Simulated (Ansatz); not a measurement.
# How the band gap of BP (model structure, started from the CdTe type, P6₄22, No. 181, 6 atoms in the cell) moves with the method

No measured value is used here.

```tsv
level (code)	value (eV)	cell (Å³/atom)
LDA (Ansatz)	0.00	10.64
PBE (Ansatz)	0.04 (indirect)	10.85
PBE-D3(BJ) (Ansatz)	0.00	10.54
r²SCAN+rVV10 (Ansatz)	?	10.82
r²SCAN0 (Ansatz)	1.45 (indirect)	10.64
```

Question: Complete the blanks.

Answer: 
- r²SCAN+rVV10 (Ansatz, a first-principles code), value (eV): 0.20 (indirect)

Computed values are for a static lattice. A gap of zero means that the bands touch or overlap; how far they overlap is not shown.  r²SCAN0: the gap is read on the k mesh or supercell of the run alone and can be too large. Values are at the level's own equilibrium cell; LDA at the PBEsol cell; r²SCAN0 at the PBEsol cell. Cutoffs and k meshes differ between the levels. Ansatz's density-functional and Hartree–Fock values are scalar-relativistic unless marked +SOC, with PAW data made under PBE.

A model structure was made by putting elements into a prototype or built by hand; it is no filed structure, need not be a known phase, and can be a saddle point held by its symmetry.
